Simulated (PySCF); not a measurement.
PySCF 2.14.0, R2SCAN/def2-tzvp, df: Zr(I)(H)3 ([ZrH3][I]), 5 atoms. The geometry is a generated start, not checked to be a minimum at this level.

```
Quantity                                            Result
-------------------------  -------------------------------
task                                                energy
method                                              r2scan
basis                                            def2-tzvp
two-electron scheme                        density fitting
mol.max_memory                                     3000 MB
mf.max_cycle                                           100
mf.conv_tol                                1e-09 (default)
mf.grids.level                                 3 (default)
effective core potentials  those of the basis set, past Kr
basis functions                                        108
grid points                                          73776
```

```xyz
5

Zr     0.2859    -0.0634     0.2094
I     -2.0191     0.4569    -1.4389
H      1.6428     0.6267    -0.8451
H     -0.1309     0.8868     1.7299
H      0.2213    -1.9070     0.3447
```

Charge 0 and multiplicity 1 are set for this test and not shown to be the ground state.

With the defaults (mf.init_guess = minao, mf.DIIS = CDIIS, mf.diis = true, mf.diis_space = 8, mf.level_shift = 0, mf.damp = 0, mf.diis_start_cycle = 1) it converges in 16 Fock builds. One run each on 2 threads, 1 BLAS thread, with these changes:
- mf.DIIS = EDIIS
- mf.DIIS = ADIIS
- mf.diis_space = 5
- mf.init_guess = 1e
- mf.diis_space = 20
- mf.damp = 0.3, mf.diis_start_cycle = 4
- mf.diis = false
- mf.level_shift = 1 Hartree
- mf.diis_space = 3

Task: Which of these changes keep the SCF from converging, or lead it to another solution?

Result: No convergence: mf.init_guess = 1e; mf.DIIS = EDIIS; mf.diis = false (the run ends without SCF convergence in 100 cycles). The rest reach the solution of the defaults.

| setting | Fock builds | end |
|---|---|---|
| the defaults | 16 | same solution |
| mf.diis_space = 20 | 16 | same solution |
| mf.diis_space = 5 | 17 | same solution |
| mf.damp = 0.3, mf.diis_start_cycle = 4 | 17 | same solution |
| mf.diis_space = 3 | 22 | same solution |
| mf.DIIS = ADIIS | 24 | same solution |
| mf.level_shift = 1 Hartree | 62 | same solution |
| mf.init_guess = 1e | 101 | no convergence |
| mf.DIIS = EDIIS | 101 | no convergence |
| mf.diis = false | 101 | no convergence |
